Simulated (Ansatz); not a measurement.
Start from Ni in the fcc (Cu type) structure (space group Fm-3m, No. 225; ferromagnetic; relaxed with 0.1 eV smearing).

```
CELL_PARAMETERS angstrom
      0.00000     1.76032     1.76032
      1.76032     0.00000     1.76032
      1.76032     1.76032     0.00000
ATOMIC_POSITIONS crystal
  Ni 0.00000 0.00000 0.00000
```

Cartesian axes are those of the cell as printed.

All numbers come from DFT with PBE, PAW potentials and a 420 eV plane-wave cutoff in Ansatz (a program for electronic structure), without spin-orbit coupling.

Perturbation: the cell is scaled by 1.0114 in all directions, atoms relaxed at fixed cell.

Predict the stress tensor and what it implies for the stiffness.

Stress of the strained cell less that of the base (GPa, compression positive):
```
   -6.2     0.0     0.0
    0.0    -6.2     0.0
    0.0     0.0    -6.2
```

Then B = −ΔP/(ΔV/V₀) with ΔV/V₀ = 0.0346 gives secant stiffness values (nonlinear terms included at this strain): B ≈ 178 GPa.

As a check, the harmonic strain energy −½ V₀ Δσ:ε is 7.2 meV/atom; the computed energy rise is 7.5 meV/atom.

The magnetic state is the one reached from the starting moments; the real material's order can differ, and small cells can't hold many antiferromagnetic ones. No phonon test of stability was made.
